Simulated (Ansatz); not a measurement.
## Response to strain in Si

The reference is Si in the diamond structure (space group Fd-3m, No. 227; a = 5.4338 Å). Axes: x, y, z lie along the cube axes.

Strains are applied to the cell and any free atomic positions relax; under biaxial strain the out-of-plane vector relaxes too.

The values are results of PBEsol in Ansatz (plane waves to 420 eV, PAW, spin-orbit coupling left out), not measurements.

Candidates:
(a) biaxial strain −2.00 %, plane normal [001], relaxed out of plane
(b) biaxial strain −2.50 %, plane normal [001], relaxed out of plane
(c) biaxial strain −0.50 %, plane normal [001], relaxed out of plane
(d) biaxial strain −1.00 %, plane normal [001], relaxed out of plane
(e) biaxial strain +2.00 %, plane normal [001], relaxed out of plane

Order them by out-of-plane strain, highest first.

(b) biaxial strain −2.50 %, plane normal [001], relaxed out of plane (+1.97 %), (a) biaxial strain −2.00 %, plane normal [001], relaxed out of plane (+1.58 %), (d) biaxial strain −1.00 %, plane normal [001], relaxed out of plane (+0.79 %), (c) biaxial strain −0.50 %, plane normal [001], relaxed out of plane (+0.39 %), (e) biaxial strain +2.00 %, plane normal [001], relaxed out of plane (-1.62 %)

Stability against distortions was not tested.

Ansatz is an electronic-structure program.
